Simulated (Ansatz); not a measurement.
Start from InP in the zinc blende structure (space group F-43m, No. 216).

Space group F-43m (No. 216); a = b = c = 5.907 Å, α = β = γ = 90.00°

| atom | site | symmetry | x | y | z |
|---|---|---|---|---|---|
| P | 4c | -43m | 0.2500 | 0.2500 | 0.2500 |
| In | 4a | -43m | 0.0000 | 0.0000 | 0.0000 |
(The calculation used a cell of 2 atoms; values per cell refer to that cell.)

All numbers come from r2SCAN in Ansatz (plane waves to 500 eV, PAW, no spin-orbit coupling).

For the base:

The hole mass comes out as 0.073, 0.44, 0.44 mₑ (at Γ) and the smallest direct gap comes out as 1.03 eV. The density comes out as 4.70 g/cm³, the gap character is direct at Γ and the width of the top valence band is 2.90 eV.

The change: a hydrostatic pressure of 75 GPa.

Q: Estimate the effect on the hole mass.

A: The hole mass (degenerate bands, along [100]) goes from 0.073, 0.44, 0.44 mₑ (at Γ) to 0.19, 0.24, 0.24 mₑ (at Γ).

Q: What happens to the smallest direct gap?

A: The smallest direct gap goes up by 2.12 eV, from 1.03 eV to 3.15 eV.

Q: What does the calculation give for the density after the change?

A: The density goes up by 2.52 g/cm³, from 4.70 g/cm³ to 7.22 g/cm³.

Q: What happens to the gap character?

A: The gap character becomes indirect, Γ → X (base: direct at Γ).

Q: Estimate the effect on the width of the top valence band.

A: The width of the top valence band grows by 2.43 eV to 5.33 eV.

Load acts through the strain it causes; cell and atoms are relaxed under it. Effective masses come from finite differences of ±0.01 Å⁻¹. No phonon test of stability was made. Measured, InP leaves this structure (for rock salt) near 9.8 GPa (temperature not stated; as listed in Datta, Sujoy, Jana, Debnarayan, arXiv (2020)).

Ansatz is a first-principles code.
